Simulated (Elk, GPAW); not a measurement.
An Elk input for a self-consistent single point of SrMg3 (I4/mmm, 4 atoms in the cell) (DFT, LDA (PW92), all-electron FP-LAPW, Elk's shipped species files, APW+lo basis with extra local orbitals):

```
tasks
  0

tforce
  .true.

rgkmax
  8.0

gmaxvr
  18.0

lmaxapw
  10

lmaxo
  8

nxlo
  2

lorbcnd
  .true.

lradstp
  2

nrmtscf
  2.0

lmaxi
  4

stype
  0

swidth
  0.00734986

maxscl
  100

scale
  1.889726125

avec
   -2.8164740000    2.8164740000    3.6819560000
    2.8164740000   -2.8164740000    3.6819560000
    2.8164740000    2.8164740000   -3.6819560000

sppath
  './'

atoms
  2
  'Sr.in'
  1
  0.0000000000  0.0000000000  0.0000000000    0.0 0.0 0.0
  'Mg.in'
  3
  0.5000000000  0.5000000000  0.0000000000    0.0 0.0 0.0
  0.2500000000  0.7500000000  0.5000000000    0.0 0.0 0.0
  0.7500000000  0.2500000000  0.5000000000    0.0 0.0 0.0

ngridk
  7 7 7
```

Question: Write the same calculation as an input for GPAW.

Answer: This is the input that was run; spellings and numerical settings could be chosen otherwise.

```python
from ase import Atoms
from ase.units import GPa
from gpaw import GPAW

atoms = Atoms(['Sr', 'Mg', 'Mg', 'Mg'],
              cell=[[-2.816474, 2.816474, 3.681956],
                    [2.816474, -2.816474, 3.681956],
                    [2.816474, 2.816474, -3.681956]],
              scaled_positions=[[0.000000, 0.000000, 0.000000],
                                [0.500000, 0.500000, 0.000000],
                                [0.250000, 0.750000, 0.500000],
                                [0.750000, 0.250000, 0.500000]],
              pbc=True)

calc = GPAW(mode={'name': 'pw', 'ecut': 800},
            xc='LDA',
            kpts=(7, 7, 7),
            occupations={'name': 'methfessel-paxton', 'width': 0.2, 'order': 0},
            nbands=-8,
            convergence={'density': 1e-05, 'energy': 1e-05},
            symmetry={'symmorphic': False, 'tolerance': 0.0005},
            maxiter=150)

atoms.calc = calc

energy = atoms.get_potential_energy()
print('Energy (eV):', round(energy, 6))
forces = atoms.get_forces()
print('Forces (eV/Ang):')
print(forces.round(5))
stress = atoms.get_stress()
print('Stress (GPa, Voigt):', (stress / GPa).round(4))
```

Basis settings and potentials, where a program has them, do not carry over. This input uses DFT LDA (Perdew-Wang 92), plane waves, GPAW PAW datasets LDA (gpaw-data 1.0.1). LDA parametrisations can differ slightly between programs.

The starting cell comes from a database of computed structures (which also holds hypothetical and non-ambient phases and stackings), without a prior relaxation at this level. Its lattice was rescaled by a random factor within 2.5 % of one.
